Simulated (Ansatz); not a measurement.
Base system: Mg2Sn (space group Fm-3m, No. 225; relaxed with 0.1 eV smearing).

```xyz
3
Lattice="0.0000 3.3736 3.3736 3.3736 0.0000 3.3736 3.3736 3.3736 0.0000" Properties=species:S:1:pos:R:3 pbc="T T T"
Mg     1.6868     1.6868     1.6868
Mg     5.0603     5.0603     5.0603
Sn     0.0000     0.0000     0.0000
```

Cartesian axes are those of the cell as printed.

All numbers come from DFT with PBEsol, PAW potentials and a 420 eV plane-wave cutoff in Ansatz (an electronic-structure program), no spin-orbit coupling.

Perturbation: biaxial strain +2.50 %, plane normal [111], relaxed out of plane (Cartesian); in-plane vectors clamped, the third vector and the atoms free.

What happens to the ratio −ε⊥/ε∥?

The ratio −ε⊥/ε∥ comes out as 0.52.

No phonon test of stability was made.
